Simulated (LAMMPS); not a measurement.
System: a melt made from Mg2Si (antifluorite), 768 atoms, at 1690 K and 0 GPa, brought to that temperature within a few picoseconds.

Model: classical MD, pair style meam, file AlSiMgCuFe.meam (LAMMPS).

| angle (°) | probability per degree, Mg-Mg-Si | probability per degree, Si-Mg-Si | probability per degree, Mg-Mg-Mg |
|---|---|---|---|
| 28.50 | 0.0000 | 0.0000 | 0.0000 |
| 31.50 | 0.0001 | 0.0000 | 0.0000 |
| 34.50 | 0.0004 | 0.0001 | 0.0001 |
| 37.50 | 0.0021 | 0.0008 | 0.0004 |
| 40.50 | 0.0057 | 0.0030 | 0.0015 |
| 43.50 | 0.0096 | 0.0053 | 0.0034 |
| 46.50 | 0.0123 | 0.0066 | 0.0059 |
| 49.50 | 0.0135 | 0.0083 | 0.0080 |
| 52.50 | 0.0135 | 0.0089 | 0.0090 |
| 55.50 | 0.0129 | 0.0092 | 0.0096 |
| 58.50 | 0.0111 | 0.0104 | 0.0099 |
| 61.50 | 0.0100 | 0.0098 | 0.0094 |
| 64.50 | 0.0091 | 0.0100 | 0.0094 |
| 67.50 | 0.0079 | 0.0098 | 0.0091 |
| 70.50 | 0.0070 | 0.0088 | 0.0093 |
| 73.50 | 0.0071 | 0.0085 | 0.0093 |
| 76.50 | 0.0073 | 0.0092 | 0.0097 |
| 79.50 | 0.0078 | 0.0087 | 0.0097 |
| 82.50 | 0.0078 | 0.0089 | 0.0101 |
| 85.50 | 0.0078 | 0.0100 | 0.0103 |
| 88.50 | 0.0084 | 0.0098 | 0.0101 |
| 91.50 | 0.0086 | 0.0096 | 0.0102 |
| 94.50 | 0.0087 | 0.0099 | 0.0101 |
| 97.50 | 0.0088 | 0.0099 | 0.0102 |
| 100.5 | 0.0087 | 0.0098 | 0.0100 |
| 103.5 | 0.0089 | 0.0099 | 0.0099 |
| 106.5 | 0.0088 | 0.0097 | 0.0096 |
| 109.5 | 0.0086 | 0.0091 | 0.0097 |
| 112.5 | 0.0084 | 0.0092 | 0.0093 |
| 115.5 | 0.0083 | 0.0089 | 0.0090 |
| 118.5 | 0.0079 | 0.0087 | 0.0086 |
| 121.5 | 0.0078 | 0.0080 | 0.0080 |
| 124.5 | 0.0075 | 0.0078 | 0.0077 |
| 127.5 | 0.0071 | 0.0072 | 0.0078 |
| 130.5 | 0.0070 | 0.0071 | 0.0072 |
| 133.5 | 0.0066 | 0.0069 | 0.0071 |
| 136.5 | 0.0061 | 0.0063 | 0.0067 |
| 139.5 | 0.0058 | 0.0065 | 0.0063 |
| 142.5 | 0.0055 | 0.0063 | 0.0059 |
| 145.5 | 0.0050 | 0.0056 | 0.0055 |
| 148.5 | 0.0046 | 0.0055 | 0.0051 |
| 151.5 | 0.0043 | 0.0049 | 0.0049 |
| 154.5 | 0.0040 | 0.0044 | 0.0043 |
| 157.5 | 0.0034 | 0.0037 | 0.0038 |
| 160.5 | 0.0029 | 0.0032 | 0.0032 |
| 163.5 | 0.0026 | 0.0027 | 0.0028 |
| 166.5 | 0.0021 | 0.0022 | 0.0022 |
| 169.5 | 0.0016 | 0.0019 | 0.0019 |
| 172.5 | 0.0011 | 0.0014 | 0.0012 |
| 175.5 | 0.0006 | 0.0008 | 0.0007 |
| 178.5 | 0.0003 | 0.0003 | 0.0003 |

Main features:
- state found: liquid
- most common Mg-Mg-Si angle: in the 3° bin centred on 52.5° (mean of all 93°)

Caution: enthalpy drifts during the constant-pressure average: a transition or slow ageing; fluctuation values are void. Caution: with MEAM AlSiMgCuFe.meam the 0 K volume of this crystal is 9 % off the measured one.
